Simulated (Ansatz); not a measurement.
Cost and result by functional for the surface energy of the (20-23) surface of hcp Be in its 1x1 cell, outermost plane spacing 0.13 Å in the ideal cut, in Ansatz (plane waves, PAW). Single points on the PBE structure, on one kind of machine; costs are rough ratios of the slab run's core time (references not counted) to the cheapest single point. r2SCAN's cost holds its higher cutoff (500 against 420 eV). Differences are taken against r2SCAN for comparison alone: no measured value is at hand, so the table doesn't rank accuracy.

Slab: 28 atoms, 10.0 Å thick at the start (thin: gaps and levels are the slab's own); k 17x4x1, smearing 0.1 eV, dipole-corrected; all atoms relaxed; held to the part of the start's symmetry that mesh and held atoms allow; no spin, no spin-orbit, no U. These notes are the PBE run's.

| functional | relative cost | surface energy (J/m²) | less r2SCAN (J/m²) |
|---|---|---|---|
| RPBE | 1 | 2.03 | -0.22 |
| PBEsol | 1 | 2.35 | 0.10 |
| LDA | 1 | 2.45 | 0.20 |
| r2SCAN | 2 | 2.25 | 0.00 |
| PBE (the relaxed run's value) | – | 2.18 | -0.07 |

The values span 0.42 J/m², while the single points' costs differ by a factor of roughly 2. Differences are of unrounded values.

Ansatz is a quantum-chemistry and plane-wave program.
